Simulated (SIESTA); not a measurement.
SIESTA run on In (I4/mmm, 1 atom in the cell): self-consistent single point.

Level of theory: GGA PBE, numerical atomic orbitals DZP, PseudoDojo PBE standard norm-conserving potentials (rewritten from UPF to PSML) (SIESTA).

```
In
1.0
   -1.62987     1.62987     2.48243
    1.62987    -1.62987     2.48243
    1.62987     1.62987    -2.48243
In
1
Direct
  0.00000   0.00000   0.00000
```

Reference input (self-consistent single point, DFT, GGA PBE, numerical atomic orbitals DZP, PseudoDojo PBE standard norm-conserving potentials (rewritten from UPF to PSML)): XC.functional = GGA; XC.authors = PBE; potentials = PseudoDojo PBE standard; PAO.BasisSize = DZP; PAO.EnergyShift = 0.005 Ry; MeshCutoff = 300 Ry; kgrid.MonkhorstPack = 10 10 10; OccupationFunction = FD; ElectronicTemperature = 1160.45 K; MaxSCFIterations = 150; SCF.Mixer.Method = Pulay; SCF.Mixer.Weight = 0.1. This run's input differs from it in these lines:

```diff
@@ -26,8 +26,8 @@
 %block kgrid.MonkhorstPack
-   10   0   0  0.0
-    0  10   0  0.0
-    0   0  10  0.0
+   19   0   0  0.0
+    0  19   0  0.0
+    0   0  19  0.0
 %endblock kgrid.MonkhorstPack
 OccupationFunction           FD
-ElectronicTemperature        1160.45 K
+ElectronicTemperature        232.09 K
```

The program printed (abridged):

```
        iscf     Eharris(eV)        E_KS(eV)     FreeEng(eV)     dDmax    Ef(eV) dHmax(eV)
   scf:    1    -1806.120476    -1807.702208    -1807.702867  0.804781 -3.865467  2.449131
   scf:    2    -1807.771678    -1807.737443    -1807.738099  0.067845 -3.896102  2.079479
   scf:    3    -1807.883810    -1807.824621    -1807.825237  0.350468 -4.060156  0.033685
   scf:    4    -1807.822978    -1807.823927    -1807.824543  0.030963 -4.083899  0.182384
   scf:    5    -1807.825114    -1807.824628    -1807.825245  0.031393 -4.076644  0.002985
   scf:    6    -1807.824628    -1807.824628    -1807.825245  0.000118 -4.076746  0.003804
   scf:    7    -1807.824629    -1807.824629    -1807.825246  0.000604 -4.076547  0.000221
mix: Pulay -- inversion failed, > SVD [rank/size] 3 / 6
   scf:    8    -1807.824629    -1807.824629    -1807.825246  0.000038 -4.076535  0.000006
mix: Pulay -- inversion failed, > SVD [rank/size] 3 / 7
   scf:    9    -1807.824629    -1807.824629    -1807.825246  0.000001 -4.076536  0.000003
SCF Convergence by DM+H criterion
max |DM_out - DM_in|         :     0.0000005438
max |H_out - H_in|      (eV) :     0.0000026864
SCF cycle converged after 9 iterations

Using DM_out to compute the final energy and forces

siesta: E_KS(eV) =            -1807.8246

siesta: E_KS - E_eggbox =     -1807.8246

siesta: Atomic forces (eV/Ang):
     1   -0.000000    0.000000   -0.000000
   Tot   -0.000000    0.000000   -0.000000
   Max    0.000000
   Res    0.000000    sqrt( Sum f_i^2 / 3N )
   Max    0.000000    constrained

Stress tensor Voigt[x,y,z,yz,xz,xy] (kbar):      -20.47      -20.47      -21.50        0.30        0.30        0.19
(Free)E + p*V (eV/cell)    -1807.4826
Target enthalpy (eV/cell)    -1807.8252

siesta: Program's energy decomposition (eV):
siesta: FreeEng =     -1807.825246

siesta: Stress tensor (static) (eV/Ang**3):
siesta:    -0.012774    0.000119    0.000185
siesta:     0.000119   -0.012774    0.000185
siesta:     0.000185    0.000185   -0.013420

siesta: Cell volume =         26.378174 Ang**3

siesta: Pressure (static):
siesta:                Solid            Molecule  Units
siesta:           0.00014147          0.00014147  Ry/Bohr**3
siesta:           0.01298935          0.01298935  eV/Ang**3
siesta:          20.81123822         20.81123822  kBar
```

The run converged in 9 iterations. Against the reference run the free energy goes up by 11.2 meV/atom and the pressure stays near 2.08 GPa while the zz stress (positive for compression) goes from 0.78 to 2.15 GPa.

The starting cell has typed, rounded lattice constants, without a prior relaxation at this level. Its lattice was rescaled by up to half a per cent. Values carry the incompleteness of an atom-centred basis.

Cost on one core of a shared machine: roughly 2 min.
